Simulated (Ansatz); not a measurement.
A self-consistent single point of the (111) slab of LaPt2 (cut from a parent of space group no. 227; 12 atoms in the cell) with Ansatz (a first-principles code).

Method: LDA (PW92), default PAW files made with PBE (plane waves; Ansatz).

```xyz
12
Lattice="5.5047 0.0000 0.0000 2.7524 4.7673 0.0000 0.0000 0.0000 21.3037" Properties=species:S:1:pos:R:3 pbc="T T T"
La     0.5420     0.3129     9.8091
La     6.0467     3.4911     8.6855
La     3.2943     1.9020    14.3037
La     0.5420     0.3129    13.1801
Pt     3.2943     1.9020     9.2473
Pt     1.9182     1.1074     7.0000
Pt     3.2943     3.4911     7.0000
Pt     4.6705     1.1074     7.0000
Pt     6.0467     3.4911    13.7419
Pt     4.6705     2.6965    11.4946
Pt     3.2943     0.3129    11.4946
Pt     1.9182     2.6965    11.4946
```

Reference input (self-consistent single point, DFT, LDA (PW92), plane waves, default PAW files made with PBE): basis.ecutwfc = 420 eV; kpoints.mp_grid.grid = 4 4 1; hamiltonian.xc = lda; hamiltonian.pseudopotentials = {kind: paw} (the program's default PAW files); scf.occupations.method = fermi_dirac; scf.occupations.width = 0.1 eV. This run's input differs from it in these lines:

Ansatz 0.2 input:
```diff
@@ -22,3 +22,3 @@
 kpoints:
-  mp_grid: { grid: [4, 4, 1] }
+  mp_grid: { grid: [6, 6, 1] }
 hamiltonian:
```

Output, abridged:

```
SCF iter   1: F=—  HF=-122271.225665 eV  |F-HF|=—  |Δ(HF+E_count)|=         —  Δρ=9.65e-3  dr2=1.59e1  ethr=1.77e-3  ⟨swp⟩=10.7  Hψ=3836  notcnv=0
all-band conjugate gradients solve this SCF's bands
preconditioner: auto → LDOS
SCF iter   2: F=—  HF=-122270.846667 eV  |F-HF|=—  |Δ(HF+E_count)|=   3.79e-1  Δρ=4.74e-3  dr2=1.07e0  ethr=1.77e-3  ⟨swp⟩=6.3  Hψ=1307  notcnv=0  defer=1
   [... lines left out ...]
SCF iter   6: F=—  HF=-122270.805240 eV  |F-HF|=—  |Δ(HF+E_count)|=   2.44e-5  Δρ=5.51e-5  dr2=2.82e-5  ethr=2.87e-7  ⟨swp⟩=2.3  Hψ=1330  notcnv=0
SCF iter   7: F=—  HF=-122270.806010 eV  |F-HF|=—  |Δ(HF+E_count)|=   7.70e-4  Δρ=2.01e-5  dr2=3.83e-6  ethr=1.50e-8  ⟨swp⟩=3.3  Hψ=1637  notcnv=0
SCF iter   8: F=—  HF=-122270.806011 eV  |F-HF|=—  |Δ(HF+E_count)|=   1.01e-6  Δρ=7.19e-6  dr2=5.37e-7  ethr=2.04e-9  ⟨swp⟩=2.1  Hψ=1145  notcnv=0
SCF iter   9: F=-122270.806011 eV  HF=-122270.806011 eV  |F-HF|=3.97e-8  |Δ(HF+E_count)|=   1.27e-7  Δρ=2.94e-6  dr2=9.07e-8  ethr=5.32e-11  ⟨swp⟩=19.1  Hψ=4847  notcnv=0
SCF 1 converged in 9 iterations: F = -122270.806011 eV  dr2 = 9.07e-8
Free energy (F): -122270.806011 eV
Internal energy: -122270.555750 eV  (E = F + TS)
E sigma→0 (E₀):  -122270.680881 eV
Entropy (-TS):   -0.250260 eV (-20.855 meV/atom)
Fermi energy:    5.490834 eV
--- Forces (eV/Å), atoms counted from 1 ---
  atom   1  La    -0.00000000    -0.00000000    -0.59294429
  atom   2  La    -0.00000000    -0.00000000    -2.07283269
  atom   3  La    -0.00000000     0.00000000    -0.55486685
  atom   4  La    -0.00000000    -0.00000000    -0.42293993
  atom   5  Pt    -0.00000000    -0.00000000    -0.59601107
  atom   6  Pt    -0.24228602    -0.13988391     1.32838474
  atom   7  Pt    -0.00000001     0.27976780     1.32838474
  atom   8  Pt     0.24228603    -0.13988389     1.32838474
   [... lines left out ...]
  atom  12  Pt     0.23334072    -0.13471931     0.16577864
--- Stress (GPa, compression-positive) ---
       -5.017393       0.000000      -0.000000
        0.000000      -5.017393      -0.000000
       -0.000000      -0.000000      -3.616205
  P = ⅓ Tr σ = -4.5503 GPa (-45.503 kbar)
  The stress holds the Pulay correction. Without it, at fixed plane waves, as pw.x and ABINIT print it: P = -4.5609 GPa
```

The run converged in 9 iterations. Against the reference run the free energy goes up by 1.3 meV/atom and the largest force goes from 2.269 to 2.073 eV/Å.

The starting cell comes from a database of computed structures (which also holds hypothetical and non-ambient phases and stackings), without a prior relaxation at this level. The slab is cut from that crystal, and its faces are unrelaxed. Its lattice was rescaled by up to half a per cent. Spin-orbit coupling is off. Spin polarisation is off. The two faces of this cut differ, and no dipole correction was used. Forces in this geometry exceed 1 eV/Å.

Cost on one core of a shared machine: roughly 60 s.
